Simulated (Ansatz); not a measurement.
Results of LC-ωPBE (Ansatz, a program for electronic structure, PAW) for fluorite PtAl2.

Settings: plane-wave cutoff 460 eV, 8×8×8 k mesh, Fermi–Dirac smearing 0.05 eV, scalar-relativistic PAW data made under PBE.

Computed at the level's own relaxed cell.

### Question
Give the computed volume per atom, bulk modulus B0, lattice parameter a and pressure derivative B′ of the bulk modulus.

### Answer

volume per atom: 16.80 Å³/atom
bulk modulus B0: 155 GPa
lattice parameter a: 5.864 Å
pressure derivative B′ of the bulk modulus: 4.2

Measured, for comparison: lattice constant a 5.91 Å (temperature not stated, copied from a table, unchecked, no zero-point or thermal correction; as tabulated in Crystal Structures 1, 239 (1963)). Computed (rounded) less measured: lattice constant a not scored (unchecked). A static lattice is as a rule a little smaller and stiffer than an uncorrected measurement, which narrows the difference in the lattice constant a and would widen misses of the other sign.

Spin–orbit coupling is not included.

The computed numbers hold no vibrational or temperature effects.

The result took roughly 20 core-minutes.
